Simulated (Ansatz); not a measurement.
**Zr: pressure series**

Consider Zr in the hcp (Mg type) structure (space group P6_3/mmc, No. 194; a = 3.246 Å, c = 5.151 Å).

Cell and atoms are relaxed at each pressure.

Calculations: r2SCAN (Ansatz, an electronic-structure program), spin-orbit coupling left out.

Candidates:
(a) pressure 15 GPa
(b) pressure 7 GPa
(c) pressure −1 GPa
(d) pressure 50 GPa
(e) pressure 30 GPa

For the base:

| Item | Result |
|---|---|
| c/a ratio | 1.587 |

**Question.** Order them by c/a ratio, highest first.

**Answer.** (d) pressure 50 GPa (1.706), (e) pressure 30 GPa (1.643), (a) pressure 15 GPa (1.604), (b) pressure 7 GPa (1.593), (c) pressure −1 GPa (1.586)

Load acts through the strain it causes; cell and atoms are relaxed under it. Stability against distortions was not tested. The final runs are not spin-polarised. Measured, Zr leaves this structure (for the ω phase) near 3 GPa (temperature not stated; as listed in C. Cazorla, D. Alfè, M. J. Gillan, Physical Review B (2008)).
